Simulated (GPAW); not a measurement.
A self-consistent single point of MnI2 (P-3m1, 3 atoms in the cell) with GPAW.

Level of theory: PBEsol+U, GPAW PAW datasets PBEsol (made by gpaw-setup) (plane waves; GPAW).

```
MnI2
1.0
    4.16858     0.00000     0.00000
   -2.08429     3.61010     0.00000
    0.00000     0.00000     7.14620
Mn I
1 2
Cartesian
  0.00000   0.00000   0.00000
  0.00000   2.40673   1.64999
  2.08429   1.20336   5.49621
```
Moments meant for the start (each program seeds them in its own way; μB, in the order of the atoms Mn I I): 4.0 0.0 0.0.

Reference input (self-consistent single point, DFT PBEsol, plane waves, GPAW PAW datasets PBEsol (made by gpaw-setup)): spinpol = true; mode = pw; ecut = 850 eV; xc = PBEsol; kpts = 5 5 3; mesh shift (steps) = 0 0 0; occupations.name = fermi-dirac; occupations.width = 0.05 eV; nbands = -4; convergence.forces = 0.001 eV/Å; convergence.bands = -2; symmetry.symmorphic = false. This run's input differs from it in these lines:

```diff
@@ -18,2 +18,3 @@
             xc='PBEsol',
+            setups={'Mn': ':d,4.0'},
             kpts=(5, 5, 3),
```

The program printed (abridged):

```
     iter     time        total  log10-change:         magmom
                         energy   eigst   dens  force
iter:   1 --:--:--   -14.096539   +0.44                  +4.0023
iter:   2 --:--:--   -14.460951   -0.30  -1.47           +4.7007
iter:   3 --:--:--   -14.547464   -0.95  -1.47           +4.9732
iter:   4 --:--:--   -14.593157   -0.37  -1.44           +4.9879
iter:   5 --:--:--   -14.550397   -1.27  -2.12           +4.9923
iter:   6 --:--:--   -14.576261   -1.68  -2.14           +5.0105
iter:   7 --:--:--   -14.544110   -2.29  -2.11           +5.0079
iter:   8 --:--:--   -14.448397   -1.15  -2.12           +5.0023
   [... lines left out ...]
iter:  25 --:--:--   -14.450914c  -5.90  -4.31c          +5.0000
iter:  26 --:--:--   -14.450914c  -6.49  -4.36c          +5.0000
iter:  27 --:--:--   -14.450912c  -6.02  -4.54c          +5.0000
iter:  28 --:--:--   -14.450912c  -6.44  -4.66c          +5.0000
iter:  29 --:--:--   -14.450912c  -7.54c -4.77c          +5.0000
iter:  30 --:--:--   -14.450912c  -6.46  -4.87c          +5.0000
iter:  31 --:--:--   -14.450912c  -7.14  -5.29c          +5.0000
iter:  32 --:--:--   -14.450912c  -7.52c -5.21c -2.92    +5.0000
iter:  33 --:--:--   -14.450912c  -7.40c -5.38c -3.18c   +5.0000
Converged after 33 iterations.

Dipole moment: (-0.000000, -0.000000, 0.000000) |e|*Ang

Total magnetic moment: (0.000000, 0.000000, 5.000000)
Local magnetic moments:
   0 Mn ( 0.000000,  0.000000,  4.498164)
   1 I  ( 0.000000,  0.000000,  0.034193)
   2 I  ( 0.000000,  0.000000,  0.034193)

Energy contributions relative to reference atoms: (reference = -418403.313245)

Kinetic:        +28.127291
Potential:      -24.127178
External:        +0.000000
XC:             -18.492724
Entropy (-ST):   -0.000000
Local:           +0.041699
SIC:             +0.000000
--------------------------
Free energy:    -14.450912
Extrapolated:   -14.450912

Spin contamination: 0.002832 electrons
Showing only first 2 kpts
                      Up                     Down
 Kpt  Band  Eigenvalues  Occupancy  Eigenvalues  Occupancy
   [... lines left out ...]
Fermi level: 3.80017
Gap: 2.808 eV
   [... lines left out ...]
Direct gap: 2.936 eV
Transition at: (s=0->1, k=8, n=16, [0.40, 0.00, 0.00])
Energy (eV): -14.450912

Forces in eV/Ang:
  0 Mn    0.00000    0.00000    0.00000
  1 I    -0.00000   -0.00000    0.03334
  2 I    -0.00000    0.00000   -0.03334

Stress tensor:
     0.002252     0.000000     0.000000
    -0.000000     0.002252     0.000000
     0.000000     0.000000     0.000057
Stress (GPa, Voigt): [0.3609 0.3609 0.0091 0.     0.     0.    ]
```

The run converged in 33 iterations. GPAW prints stress with tension positive. Against the reference run the pressure goes from -1.67 to -0.24 GPa, the largest force goes from 0.230 to 0.033 eV/Å, the gap on the mesh goes from 1.144 to 2.808 eV and the size of the net moment stays at 1.67 μB/atom.

The starting cell comes from a database of computed structures (which also holds hypothetical and non-ambient phases and stackings), without a prior relaxation at this level. Spin-orbit coupling is off. With one magnetic atom in the cell only a parallel order is possible. With U or open f shells several self-consistent states can exist.

Cost on one core of a shared machine: roughly 80 s.
